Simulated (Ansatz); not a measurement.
Re, response to strain

The reference is Re in the hcp (Mg type) structure (space group P6_3/mmc, No. 194; relaxed with 0.1 eV smearing).

```
Re
1.0
    2.75189     0.00000     0.00000
   -1.37595     2.38321     0.00000
    0.00000     0.00000     4.44007
Re
2
Cartesian
  1.37595   0.79440   3.33005
  0.00000   1.58880   1.11002
```

Cartesian axes are those of the cell as printed.

Strains are applied to the cell and any free atomic positions relax.

Computed with PBEsol in Ansatz (plane waves to 420 eV, PAW, no spin-orbit coupling).

Candidates:
(a) uniaxial strain ε_xx = +0.50 %
(b) uniaxial strain ε_xx = +1.50 %
(c) uniaxial strain ε_xx = +2.00 %
(d) uniaxial strain ε_xx = −1.50 %
(e) uniaxial strain ε_xx = +2.50 %

Notes on the quantities. energy relative to the base: free energy F.

### Question
Order them by energy relative to the base, highest first.

### Answer
(e) uniaxial strain ε_xx = +2.50 % (+17 meV/atom), (c) uniaxial strain ε_xx = +2.00 % (+11 meV/atom), (d) uniaxial strain ε_xx = −1.50 % (+6.9 meV/atom), (b) uniaxial strain ε_xx = +1.50 % (+6.2 meV/atom), (a) uniaxial strain ε_xx = +0.50 % (+0.7 meV/atom)

Whether these cells are dynamically stable was not tested. All final runs are without spin polarisation.

Ansatz is a program for electronic structure.
